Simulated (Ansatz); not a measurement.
BP (model structure, started from the rocksalt type, Fm-3m, No. 225, 2 atoms in the cell), treated with r²SCAN (Ansatz, a quantum-chemistry and plane-wave program, plane waves, PAW).

Settings: plane-wave cutoff 600 eV, 16×16×16 k mesh, Fermi–Dirac smearing 0.1 eV, finite displacements, scalar-relativistic PAW data made under PBE.

Computed at the level's own relaxed cell.

```cif
data_B4P4
_chemical_formula_sum 'P4 B4'
_space_group_name_H-M_alt 'Fm-3m'
_space_group_IT_number 225
_space_group_name_Hall '-F 4 2 3'
_cell_length_a 4.31998
_cell_length_b 4.31998
_cell_length_c 4.31998
_cell_angle_alpha 90.000
_cell_angle_beta 90.000
_cell_angle_gamma 90.000
loop_
_atom_site_label
_atom_site_type_symbol
_atom_site_symmetry_multiplicity
_atom_site_Wyckoff_symbol
_atom_site_fract_x
_atom_site_fract_y
_atom_site_fract_z
_atom_site_occupancy
P1 P 4 a 0.00000 0.00000 0.00000 1
B1 B 4 b 0.50000 0.50000 0.50000 1
```
(The calculation used a cell of 2 atoms; values per cell refer to that cell.)

Harmonic phonon frequencies (cm⁻¹; i marks an imaginary mode; at Γ without the LO shift):

| q point | frequencies |
|---|---|
| Γ | 180i 180i 180i 0 0 0 |
| X | … |
| L | 84i 84i 271 271 375 531 |

**Question.** Complete the blanks.

**Answer.** 
- X, frequencies: 160 160 201 201 261 419

Imaginary modes appear, so the structure is dynamically unstable at this level.

Note: the run finds an imaginary mode (180i cm⁻¹), so the cell is a saddle point at this level.

A model structure was made by putting elements into a prototype or built by hand; it is no filed structure, need not be a known phase, and can be a saddle point held by its symmetry.
